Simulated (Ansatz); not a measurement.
Results of PBEsol (Ansatz, a first-principles code, plane waves, PAW) for BaAlHO2 (model structure, started from the SrVO2H type, P4/mmm, No. 123, 5 atoms in the cell).

Settings: plane-wave cutoff 520 eV, 8×8×10 k mesh (along the axes of the cell as run), Fermi–Dirac smearing 0.01 eV, scalar-relativistic PAW data made under PBE.

Cell (relaxed at this level):

AlBaHO₂ is modelled in the tetragonal space group P4/mmm (No. 123), Pearson symbol tP5. Cell: a = b = 3.8166 Å, c = 3.9573 Å, α = β = γ = 90.00°. Ba on 1d sees 4 H at 2.699 Å and 8 O at 2.749 Å (cuboctahedral). Al on 1a is surrounded by 4 O at 1.908 Å and 2 H at 1.979 Å (octahedral). O on 2f has 2 Al at 1.908 Å and 4 Ba at 2.749 Å (octahedral). H on 1b sees 2 Al at 1.979 Å and 4 Ba at 2.699 Å (octahedral). (Neighbours: up to the widest gap in distance over summed covalent radii, below 1.35, at either atom; cation-cation and far metal-metal contacts left out.)

### Question
Predict the band gap, smallest direct gap on the k points sampled and direct gap at Γ.

### Answer

- band gap: 2.64 eV
- smallest direct gap on the k points sampled: 3.15 eV
- direct gap at Γ: 4.84 eV

Note: the relaxation could raise the start's symmetry but not lower it, so the cell can be a saddle point.

Spin–orbit coupling is not included.

The computed numbers hold no vibrational or temperature effects.

It cost around 9 core-seconds (rough) of CPU time.

A model structure was made by putting elements into a prototype or built by hand; it is no filed structure, need not be a known phase, and can be a saddle point held by its symmetry.
